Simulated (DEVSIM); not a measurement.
Simulated with DEVSIM: 1D drift-diffusion, Boltzmann statistics, complete ionisation; no tunnelling, impact ionisation, image-force lowering or self-heating. Band offsets follow the typed affinities; no thermionic-emission limit at abrupt steps, no polarisation charge.

Device: GaP/Si n-p heterojunction, at 250 K.

```csv
layer (left to right),material,thickness (μm),Nd (cm⁻³),Na (cm⁻³),τn (s),τp (s)
1,GaP,0.150,1.5e17,-,8.8e-7,8.8e-7
2,Si,0.440,-,3.8e15,8.8e-7,8.8e-7
```

Left contact: ohmic. Right contact: ohmic. Voltage is applied to the left contact. Recombination: SRH at mid-gap, Auger. Mobility is μmin + (μ − μmin)/(1 + (N/Nref)^α).

The device is made up for the run: typed textbook-type constants, with dimensions and the other settings drawn at random. Values at 300 K; Nc and Nv go as T^1.5, mobilities as T to minus their exponent, the gap by Varshni's rule with the affinity fixed.

```tsv
parameter	GaP	Si
gap (eV)	2.26	1.124
affinity (eV)	3.8	4.05
permittivity	11.1	11.7
Nc (cm⁻³)	1.8e19	2.86e19
Nv (cm⁻³)	1.9e19	3.1e19
μn (cm²/Vs)	250	1417
μp (cm²/Vs)	150	470
μn,min	10	52
μp,min	10	45
Nref,n	4.4e18	9.7e16
Nref,p	1e18	2.2e17
αn	0.8	0.68
αp	0.85	0.72
T exponent of μn	1.6	2.3
T exponent of μp	1.98	2.2
Cn (cm⁶/s)	1e-30	2.8e-31
Cp (cm⁶/s)	1e-30	9.9e-32
Varshni α (eV/K)	0.00058	0.000473
Varshni β (K)	372	636
```

One input was changed, with this effect: dark forward voltage at 1 A/cm² 0.606 → 0.672 V; dark forward voltage at 100 A/cm² 0.750 → 0.924 V; potential step across the device at zero bias 1.101 → 1.025 V; largest field in the device at zero bias 97000 → 29000 V/cm.

Problem. Which change was it?
A. doping Na of layer 2 3.8e+15 → 3.8e+16 cm^-3
B. Auger recombination switched off
C. minority lifetime in layer 2 8.8e-07 → 2.6e-08 s
D. doping Nd of layer 1 1.5e+17 → 4.5e+15 cm^-3
E. constant mobility in place of the doping-dependent one

Solution. D, doping Nd of layer 1 1.5e+17 → 4.5e+15 cm^-3
